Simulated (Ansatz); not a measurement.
Ansatz (a quantum-chemistry and plane-wave program) run on AlCuBr₄ (P-42c, 12 atoms in the cell): self-consistent single point.

Method: PBEsol, default PAW files made with PBE (plane waves; Ansatz).

```xyz
12
Lattice="5.7321 0.0000 0.0000 0.0000 5.7321 0.0000 0.0000 0.0000 10.6046" Properties=species:S:1:pos:R:3 pbc="T T T"
Cu     2.8660     2.8660     5.3023
Cu     2.8660     2.8660     0.0000
Al     2.8660     0.0000     2.6511
Al     0.0000     2.8660     7.9535
Br     4.2470     1.3117     3.9510
Br     1.3117     1.4851     6.6536
Br     1.4851     4.4204     3.9510
Br     4.4204     4.2470     6.6536
Br     4.2470     4.4204     1.3513
Br     1.3117     4.2470     9.2533
Br     1.4851     1.3117     1.3513
Br     4.4204     1.4851     9.2533
```

Reference input (self-consistent single point, DFT, LDA (PW92), plane waves, default PAW files made with PBE): kpoints.mp_grid.grid = 3 3 2; hamiltonian.xc = lda; hamiltonian.pseudopotentials = {kind: paw} (the program's default PAW files); scf.occupations.method = fermi_dirac; scf.occupations.width = 0.1 eV. This run's input differs from it in these lines:

Ansatz 0.2 input:
```diff
@@ -22,3 +22,3 @@
 hamiltonian:
-  xc: lda
+  xc: pbesol
   pseudopotentials: { kind: paw }
```

Log, with long lists cut:

```
SCF iter   1: F=—  HF=-36128.115592 eV  |F-HF|=—  |Δ(HF+E_count)|=         —  Δρ=4.79e-3  dr2=4.71e-2  ethr=1.77e-3  ⟨swp⟩=10.7  Hψ=2038  notcnv=0
all-band conjugate gradients solve this SCF's bands
preconditioner: auto → Resta (q_TF=auto, 2.216 Å⁻¹)
SCF iter   2: F=—  HF=-36128.113480 eV  |F-HF|=—  |Δ(HF+E_count)|=   2.11e-3  Δρ=3.64e-3  dr2=3.22e-2  ethr=4.71e-5  ⟨swp⟩=2.0  Hψ=783  notcnv=0  defer=8
   [... lines left out ...]
SCF iter   5: F=—  HF=-36128.104396 eV  |F-HF|=—  |Δ(HF+E_count)|=   1.47e-5  Δρ=1.03e-4  dr2=3.72e-5  ethr=2.52e-7  ⟨swp⟩=2.3  Hψ=553  notcnv=0  defer=8
SCF iter   6: F=—  HF=-36128.104431 eV  |F-HF|=—  |Δ(HF+E_count)|=   3.50e-5  Δρ=2.10e-5  dr2=2.12e-6  ethr=3.72e-8  ⟨swp⟩=2.0  Hψ=577  notcnv=0  defer=8
SCF iter   7: F=—  HF=-36128.104435 eV  |F-HF|=—  |Δ(HF+E_count)|=   4.24e-6  Δρ=1.23e-5  dr2=5.29e-7  ethr=2.12e-9  ⟨swp⟩=2.0  Hψ=594  notcnv=0  defer=8
SCF iter   8: F=-36128.104435 eV  HF=-36128.104435 eV  |F-HF|=5.71e-9  |Δ(HF+E_count)|=   1.96e-7  Δρ=7.38e-7  dr2=2.97e-9  ethr=1.00e-10  ⟨swp⟩=10.2  Hψ=1757  notcnv=0
SCF 1 converged in 8 iterations: F = -36128.104435 eV  dr2 = 2.97e-9
Free energy (F): -36128.104435 eV
Internal energy: -36128.104415 eV  (E = F + TS)
E sigma→0 (E₀):  -36128.104425 eV
Entropy (-TS):   -0.000020 eV (-0.002 meV/atom)
Fermi energy:    4.573667 eV
--- Forces (eV/Å), atoms counted from 1 ---
  atom   1  Cu     0.00000000     0.00000000     0.00000000
  atom   2  Cu     0.00000000    -0.00000000     0.00000000
  atom   3  Al     0.00000000     0.00000000     0.00000000
  atom   4  Al     0.00000000     0.00000000     0.00000000
  atom   5  Br    -0.00820466     0.29084895     0.27487963
  atom   6  Br     0.29084895     0.00820466    -0.27487963
  atom   7  Br     0.00820466    -0.29084895     0.27487963
  atom   8  Br    -0.29084895    -0.00820466    -0.27487963
   [... lines left out ...]
  atom  12  Br    -0.29084895     0.00820466     0.27487963
--- Stress (GPa, compression-positive) ---
       -0.212789       0.000000       0.000000
        0.000000      -0.212789       0.000000
        0.000000       0.000000      -0.324724
  P = ⅓ Tr σ = -0.2501 GPa (-2.501 kbar)
  The stress holds the Pulay correction. Without it, at fixed plane waves, as pw.x and ABINIT print it: P = -0.2777 GPa
```

The run converged in 8 iterations. Against the reference run the pressure goes from -1.91 to -0.25 GPa, the largest force goes from 0.427 to 0.400 eV/Å and the gap on the mesh goes from 2.171 to 2.250 eV.

The starting cell comes from a database of published, mostly measured structures (it also holds non-ambient and calculated ones), without a prior relaxation at this level. Ansatz's pressure includes its estimate of the finite-basis (Pulay) stress.
